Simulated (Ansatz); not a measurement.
# fluorite (0 0 1) on zinc-blende GaAs (0 0 1) (film strained to the substrate, started from cuts of the bulks and a machine-learned relaxation; metallic at this level, with no gap by band count; slabs As6Ga5 and Ca4F8, which can lie off the formulas)

A periodic stack without vacuum, fluorite (0 0 1) on zinc-blende GaAs (0 0 1) (film strained to the substrate, started from cuts of the bulks and a machine-learned relaxation; metallic at this level, with no gap by band count; slabs As6Ga5 and Ca4F8, which can lie off the formulas): substrate slab As6Ga5, film Ca4F8, surface cells [[1, 0], [1, 1]] and [[1, 0], [1, 1]], film strained by +4.3 and +4.3 %, outermost planes As/As and F/Ca as cut, which need not be the usual terminations and can put a slab off its formula.

The start was prepared with a machine-learned potential, and the result is one local minimum, with the in-plane cell held and forces under 0.04 eV/Å; the film can end far from its bulk form.

Levels used, each named beside its values: PBE (plane waves to 420 eV, PAW; Ansatz, a program for electronic structure); HSE06 (plane waves to 420 eV, PAW; Ansatz). Geometries and values that name no level are of the first. Scalar-relativistic, without spin–orbit coupling; PBE gaps are too small against experiment. Its k-point mesh 6×6×1, Fermi–Dirac width 0.05 eV. HSE06 ran on meshes of its own (6×6×6, 3×3×3); its edges and gaps are taken over the mesh and over extra points off it, mostly where PBE has its edges.

- interface area: 16.5 Å²
- period: 27.63 Å
- heights between the nearest atoms of the two slabs at the two interfaces: 1.60 and 2.30 Å
- As–Ca contacts across the interfaces within 1.22 times the sum of covalent radii: 2, mean 3.08 Å
- As–F contacts across the interfaces within 1.22 times the sum of covalent radii: 1, mean 1.91 Å
- two interfaces: unlike, so that offsets are their mean
- valence offset, film less substrate (PBE): -3.74 eV
- valence offset, film less substrate (HSE06 edges on the PBE line-up): -4.94 eV
- conduction offset (HSE06 edges on the PBE line-up): +2.58 eV
- spin-polarised check at this geometry: keeps a moment, energy 0.00 eV

```yaml
crystal:
  lattice:
    - [4.06019, 0.00039, 0.17390]
    - [0.00214, 4.06243, -0.05464]
    - [2.87345, 0.64899, 27.77601]
  atoms:
    - { symbol: As, position: [0.00127, 0.46962, 0.14304] }
    - { symbol: As, position: [0.60602, 0.97468, 0.03890] }
    - { symbol: As, position: [0.79343, 0.45402, 0.35052] }
    - { symbol: As, position: [0.39721, 0.96272, 0.24664] }
    - { symbol: As, position: [0.59437, 0.25319, 0.55211] }
    - { symbol: As, position: [0.18861, 0.96012, 0.45497] }
    - { symbol: Ga, position: [0.94955, 0.96630, 0.19432] }
    - { symbol: Ga, position: [0.55475, 0.47109, 0.08962] }
    - { symbol: Ga, position: [0.74091, 0.94973, 0.40250] }
    - { symbol: Ga, position: [0.34574, 0.45925, 0.29833] }
    - { symbol: Ga, position: [0.13789, 0.46581, 0.50849] }
    - { symbol: Ca, position: [0.39292, 0.04833, 0.76077] }
    - { symbol: Ca, position: [0.98864, 0.53585, 0.66226] }
    - { symbol: Ca, position: [0.18986, 0.02719, 0.95557] }
    - { symbol: Ca, position: [0.79278, 0.53553, 0.85955] }
    - { symbol: F, position: [0.93030, 0.06335, 0.72379] }
    - { symbol: F, position: [0.44043, 0.55536, 0.71308] }
    - { symbol: F, position: [0.53623, 0.50727, 0.60992] }
    - { symbol: F, position: [0.01589, 0.03508, 0.62885] }
    - { symbol: F, position: [0.73086, 0.03318, 0.91386] }
    - { symbol: F, position: [0.22508, 0.53098, 0.91820] }
    - { symbol: F, position: [0.33700, 0.53851, 0.81606] }
    - { symbol: F, position: [0.83527, 0.03784, 0.81861] }
```
